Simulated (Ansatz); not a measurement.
AlN: band gap against strain

AlN (wurtzite, P6_3mc, 10.461 Å³/atom at rest, c along z) under an equal strain ε along all three axes. PBEsol in Ansatz, a plane-wave DFT program (PAW, default set), 420 eV, 12×12×7 Γ-centred mesh, Fermi-Dirac smearing 0.05 eV; ions are relaxed within the symmetry of each cell. Gaps are the smallest over the k-mesh and a band path, without spin-orbit coupling; in all rows the valence edge lies at Γ and the conduction edge at Γ.

Here s stands for strain and Eg for gap.

```
strain (%)  gap (eV)
----------  --------
0.00           4.094
0.60           3.942
1.20           3.791
1.80           3.643
3.00               ?
```

The 4 complete rows are fitted with a straight line, Eg against s. Means: s 0.90000, Eg 3.8675. About the means, the sum of products is -0.45120 and the sum of squares of s is 1.8000; the slope is their ratio. Least squares gives Eg = 4.0931 - 0.25067·s. Residuals (row less fit): 0.0009, -0.0007, -0.0013, 0.0011; standard error 0.0014 (degrees of freedom: 2). Over these rows the gap moves by -25 ± 0.1 eV per unit strain, or -8.4 eV per unit of ln V.

### Question
Estimate the missing Eg (s = 3.00); what did the run itself give?

### Answer
Eg = 4.0931 - 0.25067 × 3.0 = 3.3411 eV. The calculation gives 3.355 eV, 0.0139 eV above the prediction (1.9 % of the range of Eg in the table). The row lies outside the fitted rows, so this is an extrapolation. From the scatter of the fitted rows alone, a prediction at this place has a standard error of 0.0028 eV, so the miss is 5.0 times that.

One order more, fitted to all 6 runs of the series, follows each within 0.001, so the miss is the next term of a smooth law. Rows are the converged runs of the series near zero and its far end; series whose fitted rows scatter by over a few per cent of the range, as at a crossing or softening among them, aren't shown in this form. Most that stay on the fit to the last digits aren't either.
